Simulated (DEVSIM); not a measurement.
Structure: abrupt Si n-p junction, at 300 K.

| layer (left to right) | material | thickness (μm) | Nd (cm⁻³) | Na (cm⁻³) | τn (s) | τp (s) |
|---|---|---|---|---|---|---|
| 1 | Si | 3.00 | 1.2e16 | - | 1.1e-6 | 1.1e-6 |
| 2 | Si | 0.410 | - | 9.1e17 | 1.1e-6 | 1.1e-6 |

Left contact: ohmic. Right contact: ohmic. Voltage is applied to the left contact. Recombination: SRH at mid-gap. Mobility is constant in doping.

The device is made up for the run: typed textbook-type constants, with dimensions and the other settings drawn at random. Values at 300 K.

| parameter | Si |
|---|---|
| gap (eV) | 1.124 |
| affinity (eV) | 4.05 |
| permittivity | 11.7 |
| Nc (cm⁻³) | 2.86e19 |
| Nv (cm⁻³) | 3.1e19 |
| μn (cm²/Vs) | 1417 |
| μp (cm²/Vs) | 470 |

DEVSIM, 1D drift-diffusion, Boltzmann statistics, complete ionisation; no tunnelling, impact ionisation, image-force lowering or self-heating.

Tabulate band edges, carrier densities and field at 2.0 V on the left contact.

Energies count from the Fermi level of the right contact; mesh points crowd at the junctions.

| x (μm) | Ec (eV) | Ev (eV) | n (cm⁻³) | p (cm⁻³) | field (V/cm) |
|---|---|---|---|---|---|
| 0.000 | -1.799 | -2.923 | 1.2e16 | 9700 | ≈ 0 |
| 0.01841 | -1.799 | -2.923 | 1.2e16 | 9600 | ≈ 0 |
| 0.05072 | -1.799 | -2.923 | 1.2e16 | 9500 | ≈ 0 |
| 0.1128 | -1.799 | -2.923 | 1.2e16 | 9200 | ≈ 0 |
| 0.2583 | -1.799 | -2.923 | 1.2e16 | 8700 | ≈ 0 |
| 0.4919 | -1.799 | -2.923 | 1.2e16 | 7700 | ≈ 0 |
| 0.8814 | -1.799 | -2.923 | 1.2e16 | 6200 | ≈ 0 |
| 1.826 | -1.799 | -2.923 | 1.2e16 | 2500 | ≈ 0 |
| 2.342 | -1.798 | -2.922 | 1.2e16 | 470 | 230 |
| 2.635 | -1.475 | -2.599 | 4.3e10 | 270 | 33000 |
| 2.803 | -0.658 | -1.782 | 890 | 2700 | 64000 |
| 2.921 | 0.234 | -0.890 | 170 | 39000 | 86000 |
| 2.966 | 0.637 | -0.487 | < 1e2 | 2.0e11 | 95000 |
| 2.991 | 0.883 | -0.241 | < 1e2 | 2.7e15 | 99000 |
| 3.013 | 1.029 | -0.095 | < 1e2 | 7.9e17 | 8400 |
| 3.042 | 1.033 | -0.091 | < 1e2 | 9.1e17 | 11 |
| 3.088 | 1.033 | -0.091 | < 1e2 | 9.1e17 | ≈ 0 |
| 3.163 | 1.033 | -0.091 | < 1e2 | 9.1e17 | ≈ 0 |
| 3.292 | 1.033 | -0.091 | < 1e2 | 9.1e17 | ≈ 0 |
| 3.349 | 1.033 | -0.091 | 110 | 9.1e17 | ≈ 0 |
| 3.384 | 1.033 | -0.091 | 120 | 9.1e17 | ≈ 0 |
| 3.410 | 1.033 | -0.091 | 130 | 9.1e17 | ≈ 0 |
